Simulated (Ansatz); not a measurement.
Subject: the formation energy of Ag_i in Sn (white tin, I4₁/amd). Reaction: 64 Sn (white tin) + Ag (fcc) → cell A.

Cell A: a supercell of 64 sites of Sn (white tin, I4₁/amd) with Ag off the lattice sites (7 Sn at 2.77–3.18 Å); spin state with PBE: run without spin, k-point mesh 3×3×3.
```xyz
65
Lattice="11.8954 0.0000 0.0000 0.0000 11.8954 0.0000 0.0000 0.0000 12.8623" Properties=species:S:1:pos:R:3 pbc="T T T"
Sn     2.9785     0.0034     0.8130
Sn     0.0060    -0.0141    -0.0283
Sn     0.0175     2.9597     2.4047
Sn     2.9632     2.9564     1.6339
Sn     2.9630    -0.0074     4.0240
Sn     0.0070     0.0117     3.1789
Sn    -0.0188     2.9978     5.6054
Sn     2.9844     2.9769     4.8396
Sn     2.9515     0.0195     7.2438
Sn     0.0046     0.0166     6.3957
Sn     0.0033     2.9665     8.8320
Sn     2.9696     2.9704     8.0715
Sn     2.9476     0.0315    10.4559
Sn     0.0020     0.0051     9.6052
Sn    -0.0180     2.9912    12.0663
Sn     2.9698     2.9875    11.2844
Sn     3.1670     5.9114     0.9435
Sn     0.2514     5.9796    -0.0596
Sn     0.0654     8.9130     2.5654
Sn     2.8269     8.8906     1.4156
Sn     2.7335     5.9768     4.1254
Sn    -0.1099     5.9231     3.0847
Sn    -0.0383     8.9273     5.6672
Sn     3.0247     8.9325     4.8048
Sn     2.9782     5.9283     7.3255
Sn     0.0122     5.9459     6.4264
Sn     0.0033     8.9252     8.8597
Sn     2.9706     8.9338     7.9647
Sn     2.9541     5.9513    10.5225
Sn    -0.0114     5.9329     9.6035
Sn    -0.0375     8.9298    11.9975
Sn     3.0175     8.9529    11.1596
Sn     8.8960     0.2193     0.6640
Sn     5.9340    -0.0772     0.0523
Sn     5.9511     2.9437     2.2738
Sn     8.9408     3.0371     1.7291
Sn     8.9469    -0.1818     3.8809
Sn     5.9706     0.1695     3.3971
Sn     5.9338     3.0033     5.6851
Sn     8.8919     2.7591     4.8686
Sn     8.9246     0.0095     7.1303
Sn     5.9180    -0.0285     6.5331
Sn     5.9422     2.9668     8.8301
Sn     8.9277     2.9763     8.0601
Sn     8.9404    -0.0052    10.3382
Sn     5.9306    -0.0002     9.7385
Sn     5.9545     2.9538    12.0223
Sn     8.9306     2.9707    11.2315
Sn     9.1858     5.7725     0.5846
Sn     6.0297     5.9291     0.0250
Sn     5.5872     9.2588     2.4606
Sn     9.2807     9.2157     1.3378
Sn     9.0201     5.7258     4.1801
Sn     5.6566     5.6262     3.4990
Sn     5.9647     8.9396     5.6594
Sn     8.8939     8.8215     4.7437
Sn     8.9281     5.9466     7.2457
Sn     5.9396     5.9976     6.5553
Sn     5.9420     8.9258     8.8602
Sn     8.9447     8.9461     7.9528
Sn     8.9142     5.9572    10.3994
Sn     5.9154     5.9223     9.7167
Sn     5.9419     8.8910    12.0729
Sn     8.8698     8.9379    11.1242
Ag     7.5327     7.2954     2.3062
```

Reference: Sn (white tin, I4₁/amd), 64 atoms in the cell, the relaxed perfect crystal repeated, atoms not moved again, k-point mesh 3×3×3 on the run's own vectors.

Reference: Ag (fcc, Fm-3m), 1 atom in the cell, k-point mesh 26×26×26 on the run's own vectors. Conventional cell: a = b = c = 4.148 Å, α = β = γ = 90.00°.

Plane-wave PAW calculations with Ansatz (a program for electronic structure), its default PAW set, cutoff 500 eV. The structures are at rest with PBE, within the held lattices; other levels are single points on them. Neutral cells; Fermi-Dirac smearing of at most 0.10 eV in the solids, energies taken to zero width. The lattices are those relaxed with PBE, so at other levels the solids can be strained. Larger cells are relaxed from a start prepared with the learned potential CHGNet, on a coarser mesh till forces fall under 0.03 eV/Å, which some starts already meet. A dispersion term (D3(BJ), or D4 for r2SCAN) was computed beside these levels and is taken off wherever the name lacks it. The PAW files were made for PBE and serve at the other functionals too. Space groups of crystals are read within 0.01 Å. No zero-point or thermal terms. No structure search was made; lower ones may exist. The runs are scalar-relativistic, without spin-orbit coupling. No correction for cell size. Mesh and cell size may move defect energies by 0.1 eV or more.

### Question
What is the computed value (r2SCAN)?

### Answer
0.56 eV, for 64 Sn (white tin) + Ag (fcc) → cell A.
